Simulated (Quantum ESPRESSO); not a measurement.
## Pressure against volume in hcp Be (space group 194) (Quantum ESPRESSO, PBE)

```
CELL_PARAMETERS angstrom
      2.24928     0.00000     0.00000
     -1.12464     1.94793     0.00000
      0.00000     0.00000     3.51634
ATOMIC_POSITIONS crystal
  Be 0.66667 0.33333 0.75000
  Be 0.33333 0.66667 0.25000
```

Level of theory: PBE, PSlibrary PAW (PBE) pseudopotentials (plane waves; Quantum ESPRESSO). Settings: ecutwfc = 52 Ry; ecutrho = 312 Ry; occupations = smearing; smearing = fermi-dirac; degauss = 0.0036749 Ry; potentials = {Be: Be.pbe-n-kjpaw_psl.1.0.0.UPF}; K_POINTS = automatic 29 29 16 0 0 0; conv_thr = 1e-10 Ry. The cell above is the first row's. The rows scale it uniformly. In all rows fractional positions and the k mesh are held.

```csv
V (Å^3/atom),P (GPa)
7.703,?
7.871,0.26
8.038,-2.27
8.206,-4.59
8.373,-6.70
8.541,-8.63
8.708,-10.40
8.876,-12.01
9.043,-13.48
```

Task: Fit P against V with a cubic, and predict the withheld value at V = 7.703.

Result: With u = V - 8.5, the rows have u = -0.6290, -0.4620, -0.2940, -0.1270, 0.0410, 0.2080, 0.3760, 0.5430. Least squares gives P = -8.180 - 11.259·u + 3.068·u² - 0.574·u³. Residuals (row less fit): 0.001, -0.003, 0.000, -0.001, 0.007, -0.006, 0.000, 0.001; standard error 0.005 (degrees of freedom: 4). The fitted pressure is zero at V0 = 7.887, where dP/dV = -15.66, so B0 = -V0·dP/dV = 124 GPa. At the withheld row, u = -0.7970, so P = -8.180 - 11.259 × (-0.7970) + 3.068 × (-0.7970)² - 0.574 × (-0.7970)³ = 3.033 GPa. The calculation gives 3.05 GPa, 0.017 GPa above the prediction (0.1 % of the range of P in the table). The row lies outside the fitted rows, so this is an extrapolation. From the scatter of the fitted rows alone, a prediction at this place has a standard error of 0.012 GPa, so the miss is 1.4 times that.

Carrying the step between the two nearest rows on in a straight line would have given 2.81, off by 0.24; series whose last step already gives the withheld value aren't shown. The scan was laid around a cell of about the measured size, scaled by a guess for this functional; axis ratios and inner coordinates come from that cell. The runs keep the symmetry of the cell, so they don't test it for distortions. The shape of the cell and the inner coordinates aren't relaxed, so V0 and B0 belong to this uniform scaling; a relaxed crystal lies no higher in energy and is usually softer. Cutoffs and mesh are single choices, not tested for convergence of this quantity. Series with a scatter that would blur these digits, or in which a gap closes, are not shown.
